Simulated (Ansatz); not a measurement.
We consider PtGa₂ (model structure, started from the C15 type, Fd-3m, No. 227, 6 atoms in the cell), described by PBEsol (Ansatz, a quantum-chemistry and plane-wave program, PAW).

Run with plane-wave cutoff 520 eV, 14×14×14 k mesh, Fermi–Dirac smearing 0.05 eV, scalar-relativistic PAW data made under PBE.

Cell (relaxed at this level):

```yaml
crystal:
  lattice:
    - [0.00000, 3.59764, 3.59764]
    - [3.59764, 0.00000, 3.59764]
    - [3.59764, 3.59764, 0.00000]
  atoms:
    - { symbol: Ga, position: [0.62500, 0.62500, 0.62500] }
    - { symbol: Ga, position: [0.12500, 0.62500, 0.62500] }
    - { symbol: Ga, position: [0.62500, 0.12500, 0.62500] }
    - { symbol: Ga, position: [0.62500, 0.62500, 0.12500] }
    - { symbol: Pt, position: [0.25000, 0.25000, 0.25000] }
    - { symbol: Pt, position: [0.00000, 0.00000, 0.00000] }
```

What does this level give for the bulk modulus B0?


- bulk modulus B0 = 120 GPa

The run finds no gap.

Note: the bulk modulus is −V dP/dV from two relaxed cells at ±2 % in volume; the relaxation could raise the start's symmetry but not lower it, so the cell can be a saddle point.

Spin–orbit coupling is not included.

Computed values are for the static lattice.

Computing time: roughly 2.3 core-minutes.

A model structure was made by putting elements into a prototype or built by hand; it is no filed structure, need not be a known phase, and can be a saddle point held by its symmetry.
